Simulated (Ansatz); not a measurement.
## TiB2 (space group P6/mmm, No. 191)

```xyz
3
Lattice="3.0174 0.0000 0.0000 -1.5087 2.6131 0.0000 0.0000 0.0000 3.1851" Properties=species:S:1:pos:R:3 pbc="T T T"
Ti     0.0000     0.0000     0.0000
B      0.0000     1.7421     1.5925
B      1.5087     0.8710     1.5925
```

All numbers come from PBEsol (Ansatz, a quantum-chemistry and plane-wave program; PAW; 420 eV plane waves; scalar-relativistic without spin-orbit coupling). Γ-centred 13×13×10 mesh, Fermi–Dirac width 0.05 eV.

```yaml
volume_per_atom: 8.37 Å³
density: 4.59 g/cm³
band_gap: zero
total_energy: -927.541 eV/atom (σ→0; compares only within this code and set-up)
```

Stability against distortions was not tested. The final runs are not spin-polarised.
